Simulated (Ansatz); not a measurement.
**Response to strain in NiSi**

The reference is NiSi (space group Pnma, No. 62; a = 5.119 Å, b = 3.342 Å, c = 5.563 Å; non-magnetic). Axes: x, y, z lie along a, b, c of the conventional cell.

Strains are applied to the cell and any free atomic positions relax; under biaxial strain the out-of-plane vector relaxes too.

The values are results of DFT with r2SCAN, PAW potentials and a 500 eV plane-wave cutoff in Ansatz (an electronic-structure program), no SOC, not measurements.

Notes on the quantities. pressure: mean of the normal stresses, compression positive.

```csv
change,volume per atom,pressure
base,11.90 Å³,0.0 GPa
"biaxial strain −1.74 %, plane normal [001], relaxed out of plane",…,3.7 GPa
"biaxial strain −1.17 %, plane normal [001], relaxed out of plane",11.77 Å³,2.4 GPa
"biaxial strain +1.07 %, plane normal [001], relaxed out of plane",…,…
"biaxial strain +4.33 %, plane normal [001], relaxed out of plane",12.40 Å³,…
```

**Question.** What belongs in the blanks?

**Answer.** 
- biaxial strain −1.74 %, plane normal [001], relaxed out of plane, volume per atom: 11.71 Å³
- biaxial strain +1.07 %, plane normal [001], relaxed out of plane, volume per atom: 12.02 Å³
- biaxial strain +1.07 %, plane normal [001], relaxed out of plane, pressure: -2.1 GPa
- biaxial strain +4.33 %, plane normal [001], relaxed out of plane, pressure: -7.6 GPa

Without a gap, meshes like the base's 9×14×9 leave anisotropic stresses uncertain by several tenths of a GPa, and small strain energies with them. No phonon test of stability was made. Seeded moments were not kept for the base. The final runs are not spin-polarised.
